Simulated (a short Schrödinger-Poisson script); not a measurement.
System: gated Al0.2Ga0.8N/GaN polarisation-induced gas, at 20 K.

```
layer     material  thickness (nm)  Na (cm⁻³)
-----  -----------  --------------  ---------
1      Al0.2Ga0.8N              10          -
2              GaN            6000       2e15
```

The device is made up for the run: typed textbook-type constants, with dimensions and the other settings drawn at random. Al0.2Ga0.8N: permittivity 9.38, conduction-band edge (eV) 0.262, gap (eV) 3.804, electron mass (mₑ) 0.224, Nv at 300 K (cm⁻³) 4.6e19. GaN: permittivity 9.5, conduction-band edge (eV) 0, gap (eV) 3.43, Nv at 300 K (cm⁻³) 4.6e19.

Channel valleys (confinement mass, in-plane density-of-states mass, number): Γ 0.2, 0.2, 1. At the gate the conduction-band edge of layer 1 lies 1.1 eV − eVg above the Fermi level of the channel; the field vanishes at the back. Sheet of polarisation charge: +9.4e12 e/cm² at 10 nm from the gate. The barrier under the gate holds no holes. Gaps are held at their typed values at every temperature. Mesh 0.08 nm at interfaces.

From a short Schrödinger-Poisson script (our own, NumPy): 1D Poisson equation in equilibrium, electrons quantum, Hartree plus LDA exchange-correlation (BenDaniel-Duke, 40 states a valley, the channel's in-plane mass for all, wave functions free to enter the barrier), parabolic valleys, classical holes, full ionisation, no traps, pinning or gate leakage.

The same stack at other levels of the model or other numerical settings:

```csv
run,sheet density of all electrons at Vg = 0.5 V (cm⁻²),sheet density of all electrons at Vg = -0.5 V (cm⁻²),capacitance at Vg = 0.5 V (μF/cm²),centroid of the channel electrons at Vg = 0.5 V (nm),rough cost against the base
base,6.33e12,1.71e12,0.764,1.65,about 1
"electrons treated as classical, Boltzmann",7.23e12,2.10e12,0.823,0.13,0.02
"electrons treated as classical, Fermi-Dirac",6.19e12,1.73e12,0.726,1.54,0.08
"electrons treated as quantum, Hartree",6.14e12,1.60e12,0.759,1.85,0.7
mesh six times as coarse,6.33e12,1.71e12,0.764,1.58,0.3
one subband a valley,6.33e12,1.71e12,0.764,1.65,0.3
```

The classical rows ignore confinement, and Boltzmann statistics overrate the density once the band edge passes the Fermi level.
